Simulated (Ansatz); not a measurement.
Data:

```yaml
crystal:
  lattice:
    - [4.40787, 0.00000, 0.00000]
    - [0.00000, 4.40787, 0.00000]
    - [2.20393, -2.20393, 3.48820]
  atoms:
    - { symbol: Te, position: [0.25000, 0.25000, 0.50000] }
    - { symbol: Cd, position: [0.00000, 0.00000, 0.00000] }
```

No spin polarisation.

Calculations: r2SCAN, PAW, 500 eV (Ansatz, a quantum-chemistry and plane-wave program; no SOC). k-mesh 9×9×9 (Γ-centred); smearing 0.05 eV (Fermi–Dirac).

### Question
Predict the electron mass, valence-band top at Γ, gap character and pressure.

### Answer
The electron mass comes out as 0.096 mₑ out of plane, 0.089 mₑ in plane (at Γ) and the valence-band top at Γ (three highest levels, from the VBM) comes out as 0.00, 0.00, -0.47 eV. The gap character is direct at Γ. The pressure (mean of the normal stresses, compression positive) is 1.52 GPa.

Spin-orbit coupling, missing from the scalar runs, can matter with Te. The cells carry an imposed strain or load. Effective masses come from finite differences of ±0.01 Å⁻¹. No phonon test of stability was made. The cell was made from CdTe in the zinc blende structure (space group F-43m, No. 216) by this change: biaxial strain −4.94 %, plane normal [001], relaxed out of plane.
